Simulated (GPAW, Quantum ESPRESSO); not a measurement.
A GPAW input for a self-consistent single point of HfB₂ (P6/mmm, 3 atoms in the cell) (DFT PBEsol, plane waves, GPAW PAW datasets PBEsol (made by gpaw-setup)):

```python
from ase import Atoms
from ase.units import GPa
from gpaw import GPAW

atoms = Atoms(['Hf', 'B', 'B'],
              cell=[[1.595277, -2.763101, 0.000000],
                    [1.595277, 2.763101, 0.000000],
                    [0.000000, 0.000000, 3.536028]],
              scaled_positions=[[0.000000, 0.000000, 0.000000],
                                [0.333333, 0.666667, 0.500000],
                                [0.666667, 0.333333, 0.500000]],
              pbc=True)

calc = GPAW(mode={'name': 'pw', 'ecut': 950},
            xc='PBEsol',
            kpts={'size': (10, 10, 8), 'gamma': True},
            occupations={'name': 'methfessel-paxton', 'width': 0.1, 'order': 0},
            nbands=-7,
            symmetry={'symmorphic': False, 'tolerance': 0.0005},
            maxiter=100)

atoms.calc = calc

energy = atoms.get_potential_energy()
print('Energy (eV):', round(energy, 6))
forces = atoms.get_forces()
print('Forces (eV/Ang):')
print(forces.round(5))
stress = atoms.get_stress()
print('Stress (GPa, Voigt):', (stress / GPa).round(4))
```

Question: Translate this input to Quantum ESPRESSO.

Answer: One input that does it (others would too):

```fortran
&control
   calculation = 'scf',
   prefix = 'scf',
   outdir = './out',
   pseudo_dir = './',
   tprnfor = .true.,
   tstress = .true.,
/
&system
   ibrav = 0,
   nat = 3,
   ntyp = 2,
   ecutwfc = 40,
   ecutrho = 320,
   occupations = 'smearing',
   smearing = 'gaussian',
   degauss = 0.0073499,
/
&electrons
   conv_thr = 1.0d-10,
   mixing_beta = 0.3,
/
ATOMIC_SPECIES
Hf   178.4900  hf_pbesol_v1.uspp.F.UPF
B     10.8100  b_pbesol_v1.4.uspp.F.UPF
CELL_PARAMETERS angstrom
   1.59527705    -2.76310091     0.00000000
   1.59527705     2.76310091     0.00000000
   0.00000000     0.00000000     3.53602800
ATOMIC_POSITIONS crystal
Hf    0.00000000    0.00000000    0.00000000
B     0.33333333    0.66666667    0.50000000
B     0.66666667    0.33333333    0.50000000
K_POINTS automatic
10 10 8  0 0 0
```

Basis settings and potentials, where a program has them, do not carry over. This input uses DFT, PBEsol, plane waves, GBRV 1.5 ultrasoft (PBESOL) pseudopotentials.

The starting cell has typed, rounded lattice constants, without a prior relaxation at this level. Its lattice was rescaled by a random factor within 2.5 % of one.
